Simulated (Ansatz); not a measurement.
The parent structure is Lu in the hcp (Mg type) structure (space group P6_3/mmc, No. 194; a = 3.506 Å, c = 5.482 Å; relaxed with 0.1 eV smearing). Axes: x lies along a and z along c of the hexagonal cell.

All numbers come from PBE (Ansatz, a first-principles code, PAW, without spin-orbit coupling).

For the base:

| Property | Value |
|---|---|
| Volume per atom | 29.18 Å³ |
| Pressure | 0.0 GPa |

The change: tensile biaxial strain of 4.65 % in the plane normal to [001], as in epitaxy on a mismatched substrate; the out-of-plane cell vector and the atoms relax.

Question: What happens to the volume per atom and pressure?

Answer: The volume per atom goes up by 2.14 Å³ (29.18 Å³ → 31.32 Å³); the pressure (mean of the normal stresses, compression positive) goes from zero to -2.8 GPa.

Whether these cells are dynamically stable was not tested.
